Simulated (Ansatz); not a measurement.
**BeTe (model structure, started from the NiAs type, P6₃/mmc, No. 194, 4 atoms in the cell): properties by level of theory**

| level (code) | lattice parameter a (Å) | c axis length (Å) | cohesive energy (eV/atom) |
|---|---|---|---|
| PBE (Ansatz) | (withheld) | 6.002 | 2.94 |
| PBE-D3(BJ) (Ansatz) | (withheld) | (withheld) | (withheld) |
| r²SCAN (Ansatz) | 3.860 | (withheld) | 2.93 |
| r²SCAN+rVV10 (Ansatz) | (withheld) | 5.998 | (withheld) |

Question: What belongs in the gaps?

Answer: 
- PBE (Ansatz, a program for electronic structure), lattice parameter a (Å): 3.856
- PBE-D3(BJ) (Ansatz), lattice parameter a (Å): 3.793
- PBE-D3(BJ) (Ansatz), c axis length (Å): 5.915
- PBE-D3(BJ) (Ansatz), cohesive energy (eV/atom): 3.34
- r²SCAN (Ansatz), c axis length (Å): 6.014
- r²SCAN+rVV10 (Ansatz), lattice parameter a (Å): 3.846
- r²SCAN+rVV10 (Ansatz), cohesive energy (eV/atom): 3.12

Ansatz's density-functional and Hartree–Fock values are scalar-relativistic unless marked +SOC, with PAW data made under PBE.

Computed values are for the static lattice.

A model structure was made by putting elements into a prototype or built by hand; it is no filed structure, need not be a known phase, and can be a saddle point held by its symmetry.
